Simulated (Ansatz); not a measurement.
Ansatz (a first-principles code) is run on Ta₃Cu (I4/mmm, 4 atoms in the cell), and the run fails. The aim is a self-consistent single point with DFT, r2SCAN, plane waves, default PAW files made with PBE.

Cell that was meant: a = 5.0755 Å, b = 5.0755 Å, c = 5.0755 Å, α = 133.43°, β = 133.43°, γ = 67.98°.

Part of the input:

Ansatz 0.2 input:
```yaml
  xc: r2scan
  pseudopotentials: { kind: paw }
scf:
  self_checks: low
output:
  forces: true
  eigenvalues: true
```

Log, with long lists cut:

```
Error: YAML parse error: `scf.occupations.method` is required: fixed only where the cell keeps a band gap throughout the run, explicit beside scf.occupations.values (under evaluate: without them), else a smearing such as fermi_dirac (scf.occupations.width is optional; its entry in the input reference gives the default)
```

**Question.** From the messages shown, name the fault and mend the input.

**Answer.** The fault is no occupation method given. This program has no default for the filling of the bands. To fix it, state the occupation method. The program stopped before any SCF iteration.

The sound input it was made from differs as follows (other fixes are possible):
```diff
+  occupations: { method: fermi_dirac, width: 0.1 }
```

With that input, the run converged in 10 iterations: free energy E − TS (on the zero of these files) -36463.5789 eV; Fermi level (on the code's own zero) 17.94 eV; pressure -2.73 GPa (DFT, r2SCAN, plane waves, default PAW files made with PBE).

On the sound input: the starting cell comes from a database of computed structures (which also holds hypothetical and non-ambient phases and stackings), without a prior relaxation at this level. Spin-orbit coupling is off. Spin polarisation is off. Ansatz's pressure includes its estimate of the finite-basis (Pulay) stress.
